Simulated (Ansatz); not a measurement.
The starting structures come from a database of crystals and need not be the phases stable at ambient conditions.

## Evanescent states of HgBr$_{2}$ (P3, not sure to be the ambient phase, 9 atoms a cell, 29.7 Å³ an atom) along the normal of (001)

Method: r2SCAN (plane waves, PAW; Ansatz, a program for electronic structure).

The gap is the functional's own, uncorrected, and κ follows it; spin-orbit coupling is left out. Mid-gap values are interpolated between the computed energies.

Energies count from the valence-band top; κ is the least over a 6×6 mesh across the current.

```
E (eV)  κ (1/Å)  where
------  -------  -----
0.06      0.140  off Γ
0.17      0.166      Γ
0.28      0.175      Γ
0.39      0.182      Γ
0.49      0.187      Γ
0.60      0.190      Γ
0.71      0.192      Γ
0.82      0.192      Γ
0.94      0.191      Γ
1.04      0.187      Γ
1.16      0.183      Γ
1.26      0.176      Γ
1.38      0.167      Γ
1.49      0.155      Γ
1.59      0.140      Γ
1.71      0.121      Γ
1.81      0.093      Γ
1.93      0.044      Γ
```

Q: How thick must the barrier be to attenuate the transmission by 10^4 when the electrodes' Fermi level lies at 0.17 eV, and what attenuation does that film give at 0.39 eV?

A: d = 4 ln 10 / (2 × 0.166) = 27.7 Å. At 0.39 eV it gives 4 × 0.182/0.166 = 4.4 decades.
